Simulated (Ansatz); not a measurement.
Consider BiB in the zinc blende structure (space group F-43m, No. 216; a hypothetical phase, not in the database extracts checked).

```
CELL_PARAMETERS angstrom
      0.00000     2.74525     2.74525
      2.74525     0.00000     2.74525
      2.74525     2.74525     0.00000
ATOMIC_POSITIONS crystal
  Bi 0.25000 0.25000 0.25000
  B  0.00000 0.00000 0.00000
```

Level of theory: r2SCAN/PAW in Ansatz (a first-principles code), spin-orbit coupling left out.

Its conduction minimum is a single valley at Γ with mass 0.026 mₑ.

Modification: 0.0828 electrons added to each cell, a density of 2.0×10^21 cm⁻³, with a uniform compensating background at fixed cell and a 300 K Fermi–Dirac width.

Task: Where would a parabolic band put the Fermi level, and where does the calculation put it?

Result: k_F = (3π²n)^(1/3) = 0.390 Å⁻¹, so ħ²k_F²/2m = 22 eV above the band edge at zero temperature. The calculation gives 0.65 eV (to 0.05 eV): the band is strongly non-parabolic or higher valleys fill at this density.

Carriers are added with a uniform compensating background; total energy and stress of such cells depend on the potential's zero and are not compared; many-body gap narrowing is missing at this level. With Bi present, leaving out spin-orbit coupling can change the band edges. The levels and masses belong to the bands next to the band gap. Masses are band curvatures over ±0.01 Å⁻¹ around the edge. Stability against distortions was not tested.
